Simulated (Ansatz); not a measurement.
The reference is Sr₃SbN in the anti-perovskite structure (space group Pm-3m, No. 221; a = 5.131 Å; a cell from a computed database, its experimental status unchecked). Axes: x, y, z lie along the cube axes.

Modification: uniaxial stress, 3 GPa compression along x; all other stress components relax to zero.

Levels (all Ansatz, a quantum-chemistry and plane-wave program, PAW): PBEsol (420 eV, spin-orbit coupling left out); r2SCAN (500 eV, no SOC); HSE06 (420 eV, no spin-orbit coupling).

One geometry, relaxed with PBEsol, under each level:

```csv
level,band gap,pressure
PBEsol,zero,1.0 GPa
r2SCAN,0.29 eV,2.8 GPa
HSE06,(withheld),–
```

**Question.** Give the withheld HSE06 results.

**Answer.** 
- HSE06, band gap: 0.73 eV

Single points use the geometry relaxed with PBEsol. Their cutoffs differ, which shifts pressures a little. The hybrid gap comes from the SCF mesh plus the semilocal run's edge points and a few special points and is an upper bound. With Sb present, leaving out spin-orbit coupling can change the band edges. Load acts through the strain it causes; cell and atoms are relaxed under it. Beyond what the load breaks, stability against distortions was not tested. The final runs are not spin-polarised. Gaps under 0.05 eV, about the width of the smearing, are given as zero. The zero or small gap of Sr3SbN can change with the level of theory.
